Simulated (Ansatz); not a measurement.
What pressure −2 GPa does to ZrSe2

Base system: ZrSe$_{2}$ in the CdI2 type structure (space group P-3m1, No. 164; a = 3.662 Å, c = 5.842 Å; layered, stacked along the Cartesian z axis).

One thing is altered: hydrostatic tension (pressure −2 GPa).

Calculations: DFT with PBEsol-D3(BJ), PAW potentials and a 420 eV plane-wave cutoff in Ansatz (an electronic-structure program), spin-orbit coupling left out. Γ-centred 15×15×8 mesh, Fermi–Dirac width 0.05 eV.

| quantity | base | changed | shift |
|---|---|---|---|
| density | 6.10 g/cm³ | 5.77 g/cm³ | -0.33 g/cm³ |
| lattice parameter a | 3.662 Å | 3.711 Å | +0.049 Å |
| c/a ratio | 1.595 | 1.620 | +0.025 |
| enthalpy H = E + PV relative to the base's energy | – | -0.29 eV/atom | – |
| band gap | zero | zero | – |

Final structure:

```yaml
crystal:
  lattice:
    - [3.71104, 0.00000, 0.00000]
    - [-1.85552, 3.21386, 0.00000]
    - [0.00000, 0.00000, 6.01276]
  atoms:
    - { symbol: Zr, position: [0.00000, 0.00000, 0.00000] }
    - { symbol: Se, position: [0.33333, 0.66667, 0.26512] }
    - { symbol: Se, position: [0.66667, 0.33333, 0.73488] }
```

Load acts through the strain it causes; cell and atoms are relaxed under it. Stability against distortions was not tested. All final runs are without spin polarisation. A zero or small gap of ZrSe2 can be the functional's error rather than a property of the material.
